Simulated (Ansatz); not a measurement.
Here is the system:

```
CELL_PARAMETERS angstrom
      0.02776     2.94878     2.94819
      3.03089     0.04194     2.93401
      3.02115     2.92486     0.05169
ATOMIC_POSITIONS crystal
  P  0.74970 0.75123 0.75242
  In 0.00030 0.99877 0.99758
```

No spin polarisation.

The values are results of Ansatz (an electronic-structure program), r2SCAN, PAW, cutoff 500 eV, scalar-relativistic without spin-orbit coupling, earlier PAW set, not measurements. Settings: 10×10×10 k-points, 0.05 eV Fermi–Dirac smearing.

Problem. Estimate the gap character.

Solution. Direct at Γ.

Problem. Predict the stress (xx, yy, zz, yz, xz, xy; compression positive).

Solution. (-0.61, 0.94, 0.95, -1.07, -0.58, -0.29) GPa.

Problem. What space group does the calculation give?

Solution. P1 (No. 1).

The cells carry an imposed strain or load. Whether these cells are dynamically stable was not tested. The cell was made from InP in the zinc blende structure (space group F-43m, No. 216) by this change: strain tensor (xx, yy, zz, yz, xz, xy) = (+1.98, −1.28, −1.30, +1.12, +0.64, +0.31) %.
